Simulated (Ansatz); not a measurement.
System: interstitial Si in 4H silicon carbide (neutral cell). Level of theory: PBE, PAW (plane waves to 420 eV; Ansatz, a first-principles code).

Settings: 256 host sites, the relaxed PBE lattice, the Γ point alone, smearing 0.01 eV, spin-restricted, no image-charge correction. No zero-point or tunnelling terms. The charge state is imposed; whether it is stable for some Fermi level was not computed. Sites that were not tried may lie lower. At one site or more, about 0.5 electron(s) of the cell lie at energies of the host's conduction band, so they may not be on the defect. On the k-point mesh the defect's levels are only partly filled at one site or more.

Barriers: single points on a 2×2×2 k-point mesh shifted by half a step along c at the bands' geometries (they differ from the bands' own by up to 0.17 eV, and are uncertain by about as much).

Relaxed starting cell (atoms counted from 1):

```
CELL_PARAMETERS angstrom
     12.37635     0.00000     0.00000
     -6.18818    10.71824     0.00000
      0.00000     0.00000    20.25857
ATOMIC_POSITIONS crystal
  Si 0.92990 0.89845 0.26328
  Si 0.99999 0.99998 0.74986
  Si 0.00119 0.25408 0.24990
  Si 0.99999 0.24989 0.74983
  Si 0.99958 0.50085 0.25015
  Si 0.00001 0.49995 0.74989
  Si 0.99422 0.74530 0.25247
  Si 0.99995 0.75005 0.74990
  Si 0.25468 0.00574 0.25248
  Si 0.24992 0.00003 0.74990
  Si 0.26656 0.26771 0.24997
  Si 0.24991 0.24991 0.74985
  Si 0.24985 0.50323 0.24981
  Si 0.24993 0.50001 0.74988
  Si 0.24838 0.75159 0.25028
  Si 0.24994 0.75003 0.74994
  Si 0.49913 0.00040 0.25015
  Si 0.50002 0.99996 0.74989
  Si 0.50310 0.25161 0.25010
  Si 0.50002 0.24992 0.74983
  Si 0.49984 0.50015 0.25011
  Si 0.49995 0.50003 0.74983
  Si 0.49675 0.75012 0.24981
  Si 0.49997 0.75004 0.74988
  Si 0.74590 0.99879 0.24991
  Si 0.75008 0.99998 0.74983
  Si 0.75089 0.24908 0.25005
  Si 0.75010 0.24987 0.74983
  Si 0.74835 0.49686 0.25010
  Si 0.75005 0.49996 0.74983
  Si 0.73229 0.73342 0.24997
  Si 0.75006 0.75007 0.74985
  Si 0.00067 0.99931 0.49916
  Si 0.99933 0.00064 0.00032
  Si 0.00050 0.24969 0.49985
  Si 0.99984 0.25078 0.99951
  Si 0.00026 0.49937 0.50015
  Si 0.99973 0.50056 0.99981
  Si 0.99989 0.74921 0.50016
  Si 0.99952 0.75047 0.99996
  Si 0.25076 0.00008 0.50016
  Si 0.24951 0.00045 0.99996
  Si 0.25074 0.25012 0.49999
  Si 0.25049 0.25089 0.99937
  Si 0.25030 0.50004 0.50000
  Si 0.24972 0.50060 0.99959
  Si 0.25021 0.74976 0.50020
  Si 0.24946 0.75051 0.99998
  Si 0.50061 0.99972 0.50015
  Si 0.49941 0.00024 0.99981
  Si 0.50095 0.24994 0.50056
  Si 0.50027 0.25036 0.99931
  Si 0.50026 0.49971 0.50038
  Si 0.49992 0.50005 0.99911
  Si 0.49993 0.74968 0.50000
  Si 0.49938 0.75025 0.99959
  Si 0.75029 0.99948 0.49985
  Si 0.74920 0.00014 0.99951
  Si 0.75049 0.24948 0.49999
  Si 0.74985 0.25013 0.99969
  Si 0.75003 0.49902 0.50056
  Si 0.74961 0.49970 0.99930
  Si 0.74986 0.74924 0.49999
  Si 0.74909 0.74948 0.99937
  Si 0.17410 0.08706 0.37434
  Si 0.16631 0.08346 0.87496
  Si 0.16843 0.33530 0.37538
  Si 0.16657 0.33359 0.87476
  Si 0.16653 0.58360 0.37490
  Si 0.16648 0.58362 0.87486
  Si 0.16777 0.83221 0.37621
  Si 0.16640 0.83357 0.87498
  Si 0.41928 0.08346 0.37604
  Si 0.41639 0.08339 0.87483
  Si 0.41942 0.33524 0.37591
  Si 0.41664 0.33343 0.87452
  Si 0.41677 0.58321 0.37493
  Si 0.41648 0.58349 0.87472
  Si 0.41637 0.83345 0.37490
  Si 0.41635 0.83349 0.87486
  Si 0.66703 0.08304 0.37487
  Si 0.66639 0.08344 0.87476
  Si 0.66739 0.33258 0.37529
  Si 0.66667 0.33330 0.87459
  Si 0.66472 0.58055 0.37590
  Si 0.66654 0.58333 0.87452
  Si 0.66467 0.83155 0.37538
  Si 0.66639 0.83340 0.87476
  Si 0.91580 0.08418 0.37473
  Si 0.91649 0.08348 0.87488
  Si 0.91693 0.33294 0.37487
  Si 0.91653 0.33358 0.87476
  Si 0.91651 0.58069 0.37604
  Si 0.91658 0.58359 0.87483
  Si 0.91292 0.82589 0.37433
  Si 0.91651 0.83366 0.87496
  Si 0.08513 0.17035 0.12393
  Si 0.08350 0.16630 0.62477
  Si 0.08310 0.41796 0.12480
  Si 0.08348 0.41636 0.62496
  Si 0.08240 0.66741 0.12535
  Si 0.08342 0.66643 0.62505
  Si 0.08210 0.91787 0.12453
  Si 0.08349 0.91648 0.62490
  Si 0.33497 0.16864 0.12435
  Si 0.33355 0.16658 0.62509
  Si 0.33416 0.41891 0.12396
  Si 0.33339 0.41654 0.62505
  Si 0.33231 0.66766 0.12485
  Si 0.33344 0.66654 0.62507
  Si 0.33257 0.91757 0.12535
  Si 0.33354 0.91655 0.62505
  Si 0.58346 0.16701 0.12483
  Si 0.58364 0.16646 0.62509
  Si 0.58322 0.41675 0.12450
  Si 0.58345 0.41652 0.62525
  Si 0.58106 0.66582 0.12396
  Si 0.58343 0.66659 0.62505
  Si 0.58202 0.91687 0.12480
  Si 0.58362 0.91649 0.62496
  Si 0.83343 0.16654 0.12470
  Si 0.83357 0.16640 0.62493
  Si 0.83297 0.41651 0.12483
  Si 0.83352 0.41633 0.62509
  Si 0.83133 0.66499 0.12435
  Si 0.83339 0.66643 0.62508
  Si 0.82962 0.91484 0.12393
  Si 0.83367 0.91648 0.62477
  C  0.99994 0.00006 0.34463
  C  0.99981 0.00016 0.84371
  C  0.00112 0.25017 0.34351
  C  0.99988 0.25011 0.84367
  C  0.99987 0.49900 0.34392
  C  0.99992 0.50021 0.84366
  C  0.00126 0.74632 0.34580
  C  0.99982 0.75027 0.84376
  C  0.25366 0.99871 0.34581
  C  0.24971 0.00015 0.84376
  C  0.25531 0.25701 0.34472
  C  0.24978 0.25005 0.84366
  C  0.25012 0.50101 0.34358
  C  0.24981 0.50021 0.84365
  C  0.24998 0.74999 0.34393
  C  0.24975 0.75023 0.84374
  C  0.50098 0.00011 0.34392
  C  0.49976 0.00006 0.84366
  C  0.50096 0.24997 0.34411
  C  0.49992 0.24998 0.84354
  C  0.50015 0.49982 0.34379
  C  0.49983 0.50015 0.84351
  C  0.49897 0.74986 0.34358
  C  0.49976 0.75016 0.84365
  C  0.74981 0.99886 0.34351
  C  0.74986 0.00009 0.84367
  C  0.75061 0.24937 0.34380
  C  0.74998 0.24999 0.84353
  C  0.75000 0.49901 0.34411
  C  0.74999 0.50005 0.84354
  C  0.74296 0.74465 0.34471
  C  0.74993 0.75019 0.84366
  C  0.99862 0.00135 0.09520
  C  0.00028 0.99969 0.59325
  C  0.99998 0.25129 0.09318
  C  0.00014 0.24958 0.59366
  C  0.99960 0.50095 0.09360
  C  0.00020 0.49964 0.59391
  C  0.99905 0.75092 0.09414
  C  0.00000 0.74969 0.59395
  C  0.24905 0.00092 0.09414
  C  0.25029 0.99997 0.59396
  C  0.25125 0.25163 0.09296
  C  0.25027 0.24992 0.59381
  C  0.24964 0.50106 0.09336
  C  0.25017 0.49991 0.59382
  C  0.24904 0.75093 0.09383
  C  0.25017 0.74981 0.59395
  C  0.49903 0.00037 0.09360
  C  0.50033 0.99977 0.59391
  C  0.50068 0.25051 0.09287
  C  0.50037 0.24990 0.59421
  C  0.49998 0.49999 0.09266
  C  0.50009 0.49989 0.59408
  C  0.49891 0.75033 0.09336
  C  0.50006 0.74981 0.59382
  C  0.74868 0.00000 0.09318
  C  0.75039 0.99983 0.59366
  C  0.75004 0.24993 0.09355
  C  0.75029 0.24968 0.59381
  C  0.74945 0.49929 0.09286
  C  0.75008 0.49960 0.59421
  C  0.74834 0.74872 0.09296
  C  0.75006 0.74970 0.59381
  C  0.16795 0.08376 0.46873
  C  0.16603 0.08368 0.96928
  C  0.16710 0.33338 0.46930
  C  0.16660 0.33385 0.96883
  C  0.16684 0.58324 0.46913
  C  0.16637 0.58390 0.96898
  C  0.16683 0.83314 0.46992
  C  0.16616 0.83382 0.96917
  C  0.41788 0.08360 0.46985
  C  0.41610 0.08348 0.96896
  C  0.41790 0.33331 0.46977
  C  0.41679 0.33352 0.96842
  C  0.41696 0.58302 0.46912
  C  0.41640 0.58357 0.96879
  C  0.41674 0.83314 0.46913
  C  0.41608 0.83360 0.96898
  C  0.66720 0.08285 0.46904
  C  0.66608 0.08350 0.96884
  C  0.66725 0.33272 0.46942
  C  0.66670 0.33327 0.96850
  C  0.66667 0.58208 0.46977
  C  0.66645 0.58318 0.96842
  C  0.66659 0.83287 0.46930
  C  0.66612 0.83337 0.96883
  C  0.91724 0.08274 0.46852
  C  0.91623 0.08375 0.96909
  C  0.91713 0.33277 0.46904
  C  0.91647 0.33389 0.96883
  C  0.91637 0.58209 0.46985
  C  0.91649 0.58388 0.96896
  C  0.91621 0.83203 0.46872
  C  0.91629 0.83395 0.96928
  C  0.09736 0.18943 0.21623
  C  0.08329 0.16651 0.71895
  C  0.08332 0.41947 0.21887
  C  0.08332 0.41653 0.71907
  C  0.08156 0.66756 0.21942
  C  0.08329 0.66663 0.71915
  C  0.08302 0.91696 0.21986
  C  0.08331 0.91667 0.71904
  C  0.33904 0.17225 0.21808
  C  0.33334 0.16666 0.71914
  C  0.33829 0.42631 0.21773
  C  0.33324 0.41661 0.71912
  C  0.33121 0.66876 0.21883
  C  0.33330 0.66667 0.71914
  C  0.33242 0.91841 0.21942
  C  0.33334 0.91669 0.71915
  C  0.58450 0.16688 0.21904
  C  0.58345 0.16658 0.71912
  C  0.58303 0.41693 0.21884
  C  0.58332 0.41665 0.71922
  C  0.57368 0.66170 0.21773
  C  0.58336 0.66673 0.71912
  C  0.58051 0.91666 0.21887
  C  0.58344 0.91665 0.71907
  C  0.83463 0.16534 0.21890
  C  0.83342 0.16655 0.71901
  C  0.83310 0.41547 0.21904
  C  0.83339 0.41652 0.71912
  C  0.82771 0.66091 0.21808
  C  0.83332 0.66663 0.71914
  C  0.81055 0.90262 0.21623
  C  0.83346 0.91668 0.71895
  Si 0.10156 0.07011 0.26328
```

End state 1 differs by these moves (Å; atoms that move under 0.08 Å are left out):

| atom | element | Δx | Δy | Δz |
|---|---|---|---|---|
| 1 | Si | -0.48 | -0.84 | 0.00 |
| 7 | Si | 0.07 | 0.11 | 0.00 |
| 11 | Si | -0.10 | -0.19 | 0.00 |
| 21 | Si | -0.11 | -0.18 | 0.00 |
| 31 | Si | -0.12 | -0.91 | 0.27 |
| 95 | Si | 0.07 | 0.12 | 0.00 |
| 139 | C | -0.02 | -0.08 | -0.02 |
| 149 | C | -0.06 | -0.05 | 0.02 |
| 225 | C | -0.03 | -0.14 | 0.03 |
| 231 | C | 0.04 | 0.06 | -0.04 |
| 235 | C | -0.09 | -0.16 | 0.00 |
| 245 | C | -0.11 | -0.10 | -0.03 |
| 253 | C | 0.03 | 0.07 | 0.04 |
| 255 | C | 0.23 | 0.40 | 0.00 |
| 257 | Si | -0.73 | -0.56 | -0.27 |

What is the computed forward and backward barriers to end state 1 (PBE, PAW)?

forward 1.75 eV, backward 1.75 eV; at the saddle point atom 1 has neighbours C at 1.73; 2 Si at 2.23 Å. The saddle point's order was not checked, and it lies on a symmetry element of the cell, where a band can be held.
